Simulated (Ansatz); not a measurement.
SnSe (model structure, started from the CdTe type, Fm-3m, No. 225, 6 atoms in the cell) was calculated with LDA in Ansatz (PAW).

Settings: plane-wave cutoff 520 eV, 18×18×6 k mesh (along the axes of the cell as run), Fermi–Dirac smearing 0.05 eV, scalar-relativistic PAW data made under PBE.

Cell (relaxed at this level):

SnSe is taken in the cubic space group Fm-3m (No. 225), the rock salt structure, Pearson symbol cF8. Cell: a = b = c = 5.897 Å, α = β = γ = 90.00°. Sn on 4a is coordinated by 6 Se at 2.948 Å (octahedral). Se on 4b is surrounded by 6 Sn at 2.948 Å (octahedral). (Neighbours: up to the widest gap in distance over summed covalent radii, below 1.35, at either atom; cation-cation and far metal-metal contacts left out.)
(The calculation used a cell of 6 atoms; values per cell refer to that cell.)

### Question
What does this level give for the band gap, direct gap at Γ and bulk modulus?

### Answer

band gap: 0.10 eV (under three smearing widths, so not firm)
direct gap at Γ: 2.05 eV
bulk modulus: 59.5 GPa

Note: the bulk modulus is −V dP/dV from two relaxed cells at ±2 % in volume; the relaxation could raise the start's symmetry but not lower it, so the cell can be a saddle point.

Spin–orbit coupling is not included.

Static lattice: no zero-point or thermal effects.

A model structure was made by putting elements into a prototype or built by hand; it is no filed structure, need not be a known phase, and can be a saddle point held by its symmetry.

Ansatz is a first-principles code.
